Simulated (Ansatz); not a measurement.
Defect: interstitial H in wurtzite GaN, charge state +1. The step: a direct jump of one H atom; the atom moves 1.22 Å along (0.00, 0.38, 0.00) of the unit cell; the moving atom starts with neighbours Ga at 2.08, Ga at 2.09, Ga at 2.11; N at 1.04 Å and ends with Ga at 2.07, Ga at 2.08, Ga at 2.12; N at 1.04 Å. A PBE band in Ansatz (plane-wave PAW, one k-point at (0.125, 0.250, 0.250), 72 host sites, 22 SCF runs with any check of the saddle's order, static, no finite-size correction) gives a forward barrier of 0.83 eV. The saddle point's order was not checked, and it lies on a symmetry element of the cell, where a band can be held. The charge state is imposed; whether it is stable for some Fermi level was not computed. Sites that were not tried may lie lower. The start lies 0.19 eV above the lowest site run (PBE).

Single points at the band's start and saddle point can refine it. Rough cost of one point, in units of the band's mean SCF on the same machine:

```
Level                                                     Cost of one point
--------------------------------------------------------  -----------------
PBE, a 2×2×2 k-point mesh shifted by half a step along c            about 3
r2SCAN at 500 eV, one k-point at (0.125, 0.250, 0.250)              about 2
```

Question: Which of these move the barrier by more than 0.1 eV, and how far does each move it?

Answer: PBE, a 2×2×2 k-point mesh shifted by half a step along c: +0.02 eV; r2SCAN at 500 eV, one k-point at (0.125, 0.250, 0.250): +0.12 eV. Each functional is compared with PBE at the same k-points.

Ansatz is a program for electronic structure.
